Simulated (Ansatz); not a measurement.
fluorite-type NiSi2 (0 0 1) on silicon (0 0 1), Ga on 1 of 2 substrate sites at each interface (film strained to the substrate, faces as cut)

A periodic stack without vacuum, fluorite-type NiSi2 (0 0 1) on silicon (0 0 1), Ga on 1 of 2 substrate sites at each interface (film strained to the substrate, faces as cut): substrate slab Si22Ga2, film Ni8Si16, surface cells [[-2, 0], [-1, -1]] and [[-2, 0], [-1, -1]], film strained by +0.5 and +0.5 %, faces Si/Si and Si/Ni as cut (like faces can put a slab off its formula).

The start was prepared with a machine-learned potential, and the result is one local minimum, with the in-plane cell held and forces under 0.04 eV/Å; the film can end far from its bulk form.

Method: PBE (plane waves to 420 eV, PAW; Ansatz, a first-principles code). Scalar-relativistic, without spin–orbit coupling; the runs are not spin-polarised; PBE gaps are too small against experiment. Its k-point mesh 4×7×1, Fermi–Dirac width 0.05 eV.

- interface area: 29.9 Å²
- period: 27.33 Å
- gaps between the outermost planes at the two interfaces: 1.59 and 1.13 Å
- Ni–Si contacts across the interfaces within 1.22 times the sum of covalent radii: 4, mean 2.40 Å
- Ga–Si contacts across the interfaces within 1.22 times the sum of covalent radii: 4, mean 2.68 Å
- Si–Si contacts across the interfaces within 1.22 times the sum of covalent radii: 3, mean 2.54 Å
- Ga–Ni contacts across the interfaces within 1.22 times the sum of covalent radii: 2, mean 2.40 Å
- estimate of the barrier: withheld, since the two interfaces are unlike

```
CELL_PARAMETERS angstrom
      7.73433    -0.00174    -0.17994
     -0.00095     3.86671    -0.11209
      2.54077    -0.51751    27.30154
ATOMIC_POSITIONS crystal
  Si 0.51031 0.83697 0.06355
  Si 0.94340 0.83637 0.06347
  Ga 0.23601 0.88468 0.02629
  Si 0.73830 0.12901 0.01722
  Si 0.70169 0.38575 0.16520
  Si 0.20245 0.39358 0.16215
  Si 0.46959 0.35376 0.11318
  Si 0.95938 0.35320 0.11316
  Si 0.42606 0.92176 0.26377
  Si 0.92874 0.92150 0.26369
  Si 0.19003 0.90941 0.21266
  Si 0.68940 0.90312 0.21466
  Si 0.65289 0.45671 0.36408
  Si 0.15267 0.45558 0.36346
  Si 0.41484 0.43869 0.31373
  Si 0.91535 0.43832 0.31363
  Si 0.37511 0.99270 0.46370
  Si 0.88121 0.99625 0.46399
  Si 0.14037 0.97269 0.41301
  Si 0.64052 0.97380 0.41443
  Ga 0.60345 0.50956 0.56375
  Si 0.10389 0.55153 0.56669
  Si 0.35844 0.50992 0.51343
  Si 0.87420 0.51439 0.51379
  Ni 0.04676 0.80485 0.78230
  Ni 0.54620 0.81334 0.78093
  Ni 0.31734 0.25830 0.68279
  Ni 0.82402 0.26431 0.68351
  Ni 0.99387 0.88746 0.97582
  Ni 0.50321 0.88634 0.97604
  Ni 0.27346 0.35179 0.87835
  Ni 0.77185 0.32834 0.87793
  Si 0.81068 0.78064 0.73225
  Si 0.30648 0.77623 0.73189
  Si 0.05896 0.28827 0.73313
  Si 0.55820 0.29643 0.73206
  Si 0.08521 0.10748 0.62496
  Si 0.58390 0.12647 0.63165
  Si 0.82703 0.73488 0.63589
  Si 0.33934 0.73039 0.63517
  Si 0.75997 0.84480 0.92833
  Si 0.26031 0.87039 0.92971
  Si 0.01034 0.36923 0.93011
  Si 0.50942 0.36836 0.93034
  Si 0.03480 0.32217 0.83091
  Si 0.53393 0.32817 0.83017
  Si 0.78383 0.81639 0.83021
  Si 0.28527 0.83224 0.83047
```
